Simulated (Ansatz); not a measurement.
The reference is MgS in the rock salt structure (space group Fm-3m, No. 225; a = 5.1820 Å).

It is then changed as follows: hydrostatic tension (pressure −2 GPa).

Levels (all Ansatz, an electronic-structure program, PAW): PBEsol (420 eV, spin-orbit coupling left out); HSE06+SOC (420 eV, noncollinear with spin-orbit coupling).

The geometry is relaxed with PBEsol.

- PBEsol valence-band top at Γ: 0.00, 0.00, 0.00 eV
- PBEsol lowest conduction level above the VBM at special points: X 2.67 eV; Γ 3.48 eV; K 3.79 eV

With HSE06+SOC at the same geometry, the valence-band top at Γ (three highest Kramers pairs, from the VBM) changes from 0.00, 0.00, 0.00 eV to 0.00, 0.00, -0.10 eV; the lowest conduction level above the VBM at special points becomes X 3.73 eV; Γ 4.67 eV; K 4.90 eV (PBEsol: X 2.67 eV; Γ 3.48 eV; K 3.79 eV). The threefold valence maximum splits by Δso ≈ 0.10 eV.

Single points use the geometry relaxed with PBEsol. HSE06 gaps are upper bounds (no full band path). The spin-orbit shifts are approximate. The levels and masses belong to the bands next to the band gap. Load acts through the strain it causes; cell and atoms are relaxed under it. Whether these cells are dynamically stable was not tested.
